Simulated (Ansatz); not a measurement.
Take Na in the bcc (W type) structure (space group Im-3m, No. 229; a = 4.173 Å; relaxed with 0.1 eV smearing) as the base.

Calculations: PBEsol, PAW, 420 eV (Ansatz, a quantum-chemistry and plane-wave program; no spin-orbit coupling).

Base values:

| Quantity | Value |
|---|---|
| Pressure | 0.0 GPa |

It is then changed as follows: every lattice vector is stretched by 3.00 %; the atoms relax in the strained cell.

Problem. How does this affect the energy relative to the base?

Solution. The energy rises by 6.7 meV/atom.

Problem. What does the calculation give for the pressure after the change?

Solution. The pressure goes from zero to -0.6 GPa.

Whether these cells are dynamically stable was not tested.
